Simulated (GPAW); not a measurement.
Input and output of a self-consistent single point for Be₃Fe (P1, 4 atoms in the cell) (GPAW).

Computed with PBEsol, GPAW PAW datasets PBEsol (made by gpaw-setup) (plane waves; GPAW).

The change in words: lattice scaled by 0.98. Reference geometry:
```xyz
4
Lattice="3.2390 0.0000 0.0000 0.0000 3.2390 0.0000 0.0000 0.0000 3.2390" Properties=species:S:1:pos:R:3 pbc="T T T"
Be     0.0205     1.6179     1.6175
Be     1.5949     0.0213     1.6294
Be     1.6046     1.6219    -0.0210
Fe     0.0190    -0.0221     0.0131
```
Moments meant for the start (each program seeds them in its own way; μB, in the order of the atoms Be Be Be Fe): 0.0 0.0 0.0 4.0.

Reference input (self-consistent single point, DFT PBEsol, plane waves, GPAW PAW datasets PBEsol (made by gpaw-setup)): spinpol = true; mode = pw; ecut = 800 eV; xc = PBEsol; kpts = 6 6 6; mesh shift (steps) = 0 0 0; occupations.name = methfessel-paxton; occupations.width = 0.2 eV; occupations.order = 0; nbands = -10; convergence.density = 1e-05 e/electron; convergence.energy = 1e-05 eV/electron. This run's input differs from it in these lines:

```diff
@@ -5,9 +5,9 @@
 atoms = Atoms(['Be', 'Be', 'Be', 'Fe'],
-              cell=[[3.239000, 0.000000, 0.000000],
-                    [0.000000, 3.239000, 0.000000],
-                    [0.000000, 0.000000, 3.239000]],
-              positions=[[0.020542, 1.617861, 1.617521],
-                         [1.594926, 0.021326, 1.629363],
-                         [1.604555, 1.621913, -0.020979],
-                         [0.018977, -0.022100, 0.013095]],
+              cell=[[3.174220, 0.000000, 0.000000],
+                    [0.000000, 3.174220, 0.000000],
+                    [0.000000, 0.000000, 3.174220]],
+              positions=[[0.020131, 1.585504, 1.585171],
+                         [1.563027, 0.020899, 1.596775],
+                         [1.572464, 1.589475, -0.020559],
+                         [0.018598, -0.021658, 0.012833]],
               pbc=True)
```

Output, abridged:

```
     iter     time        total  log10-change:  magmom
                         energy   eigst   dens
iter:   1 --:--:--   -21.739883                   +4.0127
iter:   2 --:--:--   -22.064519   -1.23  -1.20    +2.8307
iter:   3 --:--:--   -22.299804   -1.84  -1.30    +1.5381
iter:   4 --:--:--   -22.355495   -2.14  -1.42    +1.5921
iter:   5 --:--:--   -22.436389   -1.84  -1.53    +1.5852
   [... 4 lines left out ...]
iter:  10 --:--:--   -22.431978   -3.11  -2.17    +1.4980
iter:  11 --:--:--   -22.431288   -4.12  -2.56    +1.4901
iter:  12 --:--:--   -22.430905   -4.60  -2.77    +1.4859
   [... lines left out ...]
iter:  17 --:--:--   -22.430972c  -5.98  -3.62    +1.4765
iter:  18 --:--:--   -22.430947c  -6.63  -3.54    +1.4764
iter:  19 --:--:--   -22.430949c  -6.66  -3.80    +1.4764
iter:  20 --:--:--   -22.430949c  -6.90  -3.92    +1.4765
iter:  21 --:--:--   -22.430951c  -6.89  -4.05    +1.4767
iter:  22 --:--:--   -22.430953c  -7.59c -4.68    +1.4769
iter:  23 --:--:--   -22.430956c  -8.37c -4.78    +1.4772
iter:  24 --:--:--   -22.430954c  -8.18c -4.80    +1.4772
iter:  25 --:--:--   -22.430954c  -8.93c -4.71    +1.4772
iter:  26 --:--:--   -22.430955c  -9.28c -4.81    +1.4773
iter:  27 --:--:--   -22.430956c  -8.60c -5.01c   +1.4773
Converged after 27 iterations.

Dipole moment: (-0.545280, 0.137220, 0.010119) |e|*Ang

Total magnetic moment: (0.000000, 0.000000, 1.477266)
Local magnetic moments:
   0 Be ( 0.000000,  0.000000, -0.005736)
   1 Be ( 0.000000,  0.000000, -0.005726)
   2 Be ( 0.000000,  0.000000, -0.005757)
   3 Fe ( 0.000000,  0.000000,  1.457860)

Energy contributions relative to reference atoms: (reference = -35773.729210)

Kinetic:        +24.132912
Potential:      -16.088091
External:        +0.000000
XC:             -30.578038
Entropy (-ST):   -0.024202
Local:           +0.114362
SIC:             +0.000000
--------------------------
Free energy:    -22.443056
Extrapolated:   -22.430956

Spin contamination: 0.072503 electrons
Showing only first 2 kpts
                      Up                     Down
   [... lines left out ...]
Fermi level: 8.98174
No gap
   [... lines left out ...]
Energy (eV): -22.430956

Forces in eV/Ang:
  0 Be   -0.22291   -0.06390    0.05527
  1 Be    0.40836   -0.24462   -0.07339
  2 Be    0.30396   -0.10931    0.23735
  3 Fe   -0.48954    0.41784   -0.21921

Stress tensor:
    -0.049385     0.001199    -0.000557
     0.001199    -0.049732    -0.000269
    -0.000557    -0.000269    -0.049658
Stress (GPa, Voigt): [-7.9124 -7.968  -7.9561 -0.0431 -0.0892  0.1921]
```

The run converged in 27 iterations. GPAW prints stress with tension positive. Against the reference run the free energy rises by 9.0 meV/atom, the pressure goes from -2.19 to 7.95 GPa, the largest force goes from 0.587 to 0.680 eV/Å and the size of the net moment hardly changes (0.39 to 0.37 μB/atom).

The starting cell comes from a database of computed structures (which also holds hypothetical and non-ambient phases and stackings), without a prior relaxation at this level. Its atoms were displaced at random from the sites of space group no. 221. For this run, on top of that: lattice scaled by 0.98. With one magnetic atom in the cell only a parallel order is possible. With a pressure of about 8 GPa the cell is away from its equilibrium volume at this level.

Cost on one core of a shared machine: roughly 2 min.
